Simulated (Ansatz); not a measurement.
GaSe (R3m, No. 160, 4 atoms in the cell; start mp-11342; a measured phase of this formula has another space group), treated with LDA in Ansatz (PAW).

Settings: plane-wave cutoff 520 eV, 10×10×10 k mesh, Fermi–Dirac smearing 0.01 eV, scalar-relativistic PAW data made under PBE.

Cell (relaxed at this level):

```yaml
crystal:
  lattice:
    - [1.85712, 1.07221, 7.81799]
    - [-1.85712, 1.07221, 7.81799]
    - [0.00000, -2.14442, 7.81799]
  atoms:
    - { symbol: Ga, position: [0.94856, 0.94856, 0.94856] }
    - { symbol: Ga, position: [0.05107, 0.05107, 0.05107] }
    - { symbol: Se, position: [0.23245, 0.23245, 0.23245] }
    - { symbol: Se, position: [0.43393, 0.43393, 0.43393] }
```

Q: What does this level give for the band gap and direct gap at Γ?

A: 
band gap: 0.78 eV (on the SCF k mesh)
direct gap at Γ: 3.28 eV

Note: the relaxation could not lower the start's symmetry, so the cell can be a saddle point above a distorted one.

Spin–orbit coupling is not included.

Static lattice: no zero-point or thermal effects.

A start named mp-… is a Materials Project structure, which need not be a measured phase.

Ansatz is a program for electronic structure.
